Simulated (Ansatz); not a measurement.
Worked example: self-consistent single point of ScPd3 (P4mm, 4 atoms in the cell) in Ansatz (a program for electronic structure).

Method of the run: PBEsol, default PAW files made with PBE (plane waves; Ansatz).

The change in words: lattice scaled by 0.98; basis.ecutwfc: 30.9 Ry → 37.1 Ry. Reference geometry:
```
ScPd3
1.0
    3.99955     0.00000     0.00000
    0.00000     3.99955     0.00000
    0.00000     0.00000     3.99955
Sc Pd
1 3
Direct
  0.00000   0.00000   0.01250
  0.50000   0.50000   0.00000
  0.00000   0.50000   0.50000
  0.50000   0.00000   0.50000
```

Reference input (self-consistent single point, DFT, PBEsol, plane waves, default PAW files made with PBE): basis.ecutwfc = 30.9 Ry; kpoints.mp_grid.grid = 7 7 7; hamiltonian.xc = pbesol; hamiltonian.pseudopotentials = {kind: paw} (the program's default PAW files); scf.occupations.method = gaussian; scf.occupations.width = 0.0073 Ry. This run's input differs from it in these lines:

Ansatz 0.2 input:
```diff
@@ -3,12 +3,12 @@
   lattice:
-    - [3.999548, 0.000000, 0.000000]
-    - [0.000000, 3.999548, 0.000000]
-    - [0.000000, 0.000000, 3.999548]
+    - [3.919557, 0.000000, 0.000000]
+    - [0.000000, 3.919557, 0.000000]
+    - [0.000000, 0.000000, 3.919557]
   atoms:
-    - { symbol: Sc, position_ang: [0.000000, 0.000000, 0.049998] }
-    - { symbol: Pd, position_ang: [1.999774, 1.999774, 0.000000] }
-    - { symbol: Pd, position_ang: [0.000000, 1.999774, 1.999774] }
-    - { symbol: Pd, position_ang: [1.999774, 0.000000, 1.999774] }
+    - { symbol: Sc, position_ang: [0.000000, 0.000000, 0.048998] }
+    - { symbol: Pd, position_ang: [1.959779, 1.959779, 0.000000] }
+    - { symbol: Pd, position_ang: [0.000000, 1.959779, 1.959779] }
+    - { symbol: Pd, position_ang: [1.959779, 0.000000, 1.959779] }
 basis:
-  ecutwfc: 30.9 Ry
+  ecutwfc: 37.1 Ry
 kpoints:
```

Output, abridged:

```
SCF iter   1: F=—  HF=-22834.787743 eV  |F-HF|=—  |Δ(HF+E_count)|=         —  Δρ=1.16e-2  dr2=1.03e-1  ethr=1.77e-3  ⟨swp⟩=5.4  Hψ=5426  notcnv=0
all-band conjugate gradients solve this SCF's bands
preconditioner: auto → Kerker (q_TF=auto, 2.763 Å⁻¹)
SCF iter   2: F=—  HF=-22834.773985 eV  |F-HF|=—  |Δ(HF+E_count)|=   1.38e-2  Δρ=4.27e-3  dr2=1.64e-2  ethr=1.58e-4  ⟨swp⟩=1.0  Hψ=1881  notcnv=0
SCF iter   3: F=—  HF=-22834.771800 eV  |F-HF|=—  |Δ(HF+E_count)|=   2.18e-3  Δρ=1.10e-3  dr2=1.30e-3  ethr=2.52e-5  ⟨swp⟩=1.7  Hψ=1866  notcnv=0
SCF iter   4: F=—  HF=-22834.771604 eV  |F-HF|=—  |Δ(HF+E_count)|=   1.96e-4  Δρ=2.01e-4  dr2=3.82e-5  ethr=2.00e-6  ⟨swp⟩=1.6  Hψ=1661  notcnv=0
SCF iter   5: F=—  HF=-22834.771589 eV  |F-HF|=—  |Δ(HF+E_count)|=   1.49e-5  Δρ=3.88e-5  dr2=1.05e-6  ethr=5.88e-8  ⟨swp⟩=2.0  Hψ=2080  notcnv=0
SCF iter   6: F=-22834.771589 eV  HF=-22834.771589 eV  |F-HF|=4.80e-10  |Δ(HF+E_count)|=   1.11e-7  Δρ=5.57e-6  dr2=1.11e-8  ethr=1.54e-10  ⟨swp⟩=7.3  Hψ=5900  notcnv=0
SCF 1 converged in 6 iterations: F = -22834.771589 eV  dr2 = 1.11e-8
Free energy (F): -22834.771589 eV
Internal energy: -22834.762555 eV  (E = F + TS)
E sigma→0 (E₀):  -22834.767072 eV
Entropy (-TS):   -0.009034 eV (-2.259 meV/atom)
Fermi energy:    18.619741 eV
--- Forces (eV/Å), atoms counted from 1 ---
  atom   1  Sc     0.00000000     0.00000000    -0.28228470
  atom   2  Pd    -0.00000000     0.00000000    -0.00219332
  atom   3  Pd     0.00000000     0.00000000     0.14221812
  atom   4  Pd     0.00000000     0.00000000     0.14221812
--- Stress (GPa, compression-positive) ---
        3.178832       0.000000       0.000000
        0.000000       3.178832       0.000000
        0.000000       0.000000       3.206080
  P = ⅓ Tr σ = 3.1879 GPa (31.879 kbar)
  The stress holds the Pulay correction. Without it, at fixed plane waves, as pw.x and ABINIT print it: P = 3.1661 GPa
```

The run converged in 6 iterations. Against the reference run the free energy drops by 12.3 meV/atom, the pressure goes from -6.40 to 3.19 GPa and the largest force goes from 0.210 to 0.282 eV/Å.

The starting cell comes from a database of computed structures (which also holds hypothetical and non-ambient phases and stackings), without a prior relaxation at this level. Its lattice was rescaled by up to half a per cent. One atom was moved a little off its site on purpose. For this run, on top of that: lattice scaled by 0.98. Spin polarisation is off. Ansatz's pressure includes its estimate of the finite-basis (Pulay) stress.
